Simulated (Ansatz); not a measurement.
## Competing hops of V-vacancy pair in fcc Al, neutral cell

Defect: V-vacancy pair (V on one host Al site, one Al site vacant) in fcc Al, neutral cell. The numbers are results of PBE, PAW (plane waves to 420 eV; Ansatz, a first-principles code), not measurements.

Settings: 32 host sites, the relaxed PBE lattice, a 3×3×3 k-point mesh shifted by half a step, smearing 0.10 eV, spin-restricted, no image-charge correction. Static, classical nuclei. Forms of the defect that were not tried may lie lower.

Barriers: single points on a 5×5×5 k-point mesh shifted by half a step at the bands' geometries (they differ from the bands' own by up to 0.12 eV, and are uncertain by about as much).

```csv
Route,Start site over the lowest site run (eV),Hop (Å),Forward barrier (eV),Backward barrier (eV),Neighbours at the start,Neighbours at the saddle,Saddle order,"Forward, on the band's own sampling (eV)"
the V atom itself jumps into the vacancy (V-vacancy distance between ideal sites 2.86 Å throughout),0.00,3.10,1.50,1.50,"Al at 2.72, 4 Al at 2.75, 2 Al at 2.79, 4 Al at 2.80 Å","4 Al at 2.59, 4 Al at 3.01 Å",first order,1.63
```

Paths come from CI-NEB runs.
